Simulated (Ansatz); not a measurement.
The parent structure is WSi2 (space group I4/mmm, No. 139; relaxed with 0.1 eV smearing).

WSi2 has the tetragonal space group I4/mmm (No. 139), Pearson symbol tI6. Lattice parameters: a = 3.185 Å, b = 3.185 Å, c = 7.773 Å, α = 90.00°, β = 90.00°, γ = 90.00°. Si on 4e sees 5 Si at 2.571–2.609 Å and 5 W at 2.593–2.601 Å. W on 2a is coordinated by 10 Si at 2.593–2.601 Å and 4 W at 3.185 Å. (Neighbours: up to the widest gap in distance over summed covalent radii, below 1.35, at either atom; cation-cation and far metal-metal contacts left out.)
(The calculation used a cell of 3 atoms; values per cell refer to that cell.)

Computed with Ansatz (a quantum-chemistry and plane-wave program) LDA, no SOC.

Strains are applied to the cell and any free atomic positions relax.

One change was made to it. Results:

The energy grows by 21 meV/atom; the pressure (mean of the normal stresses, compression positive) goes from zero to 12.0 GPa; the band gap stays zero.

**Question.** Which change produced these results?
A. isotropic strain +2.00 %
B. isotropic strain +1.50 %
C. isotropic strain −1.50 %
D. isotropic strain +0.50 %
E. isotropic strain −2.00 %

**Answer.** C, isotropic strain −1.50 %. For comparison, the energy relative to the base in the other runs: isotropic strain +1.50 % gives +19 meV/atom; isotropic strain +0.50 % gives +2.2 meV/atom; isotropic strain −2.00 % gives +38 meV/atom; isotropic strain +2.00 % gives +33 meV/atom.

Stability against distortions was not tested. All final runs are without spin polarisation.
